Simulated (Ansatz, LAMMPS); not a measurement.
## Random Si-Ge alloy, 5x5x5 cubic cells, lattice parameter by Vegard's rule

Cell 28.57 × 28.57 × 28.57 Å, Si161Ge839, 1000 atoms. Prepared with Tersoff's 1989 multicomponent potential (SiCGe.tersoff) (LAMMPS): minimisation. 

All values below come from PBE, support functions at accuracy medium on the grid of 370 eV (norm-conserving potentials; Ansatz, a first-principles code).

Basis: localised support functions (accuracy medium) on a full density matrix. k-points: zone centre alone; occupations: Fermi-Dirac, 0.020 eV; spin polarisation not allowed. Scalar-relativistic, no spin-orbit coupling.

- energy over the perfect crystal(s), per atom: 12 meV/atom
- electronic character of the cell: no gap resolved at this smearing
- coordination (neighbours within 2.932 Å): 100.0 % 4-fold
- Ge-Ge bonds, mean ± spread: 2.490 ± 0.006 Å
- Ge-Si bonds, mean ± spread: 2.442 ± 0.007 Å
- Si-Si bonds, mean ± spread: 2.394 ± 0.007 Å
- bond angles, mean ± spread: 109.5° ± 1.0°
- pressure: -0.25 GPa
- cost of the final run: around 50 core-minutes (rough), 12 SCF iterations, 20 GiB
